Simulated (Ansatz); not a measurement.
# Sn, response to strain

Start from Sn in the diamond structure (space group Fd-3m, No. 227; relaxed with 0.1 eV smearing).

```yaml
crystal:
  lattice:
    - [0.00000, 3.27009, 3.27009]
    - [3.27009, 0.00000, 3.27009]
    - [3.27009, 3.27009, 0.00000]
  atoms:
    - { symbol: Sn, position: [0.00000, 0.00000, 0.00000] }
    - { symbol: Sn, position: [0.25000, 0.25000, 0.25000] }
```

Cartesian axes are those of the cell as printed.

Strains are applied to the cell and any free atomic positions relax.

Calculations: DFT with PBEsol, PAW potentials and a 420 eV plane-wave cutoff in Ansatz (a program for electronic structure), no SOC.

Notes on the quantities. energy relative to the base: free energy F.

| case | energy relative to the base | volume per atom |
|---|---|---|
| base | 0 meV/atom | 34.97 Å³ |
| uniaxial strain ε_zz = −3.00 % | +6.3 meV/atom | 33.92 Å³ |
| uniaxial strain ε_zz = −2.50 % | +4.4 meV/atom | 34.09 Å³ |
| uniaxial strain ε_zz = −2.00 % | +2.8 meV/atom | 34.27 Å³ |
| uniaxial strain ε_zz = −1.00 % | +0.7 meV/atom | 34.62 Å³ |
| uniaxial strain ε_zz = −0.50 % | +0.2 meV/atom | 34.79 Å³ |
| uniaxial strain ε_zz = +1.00 % | +0.6 meV/atom | 35.32 Å³ |
| uniaxial strain ε_zz = +1.50 % | +1.5 meV/atom | 35.49 Å³ |
| uniaxial strain ε_zz = +2.00 % | +2.6 meV/atom | 35.67 Å³ |
| uniaxial strain ε_zz = +3.00 % | +5.8 meV/atom | 36.02 Å³ |

No phonon test of stability was made.
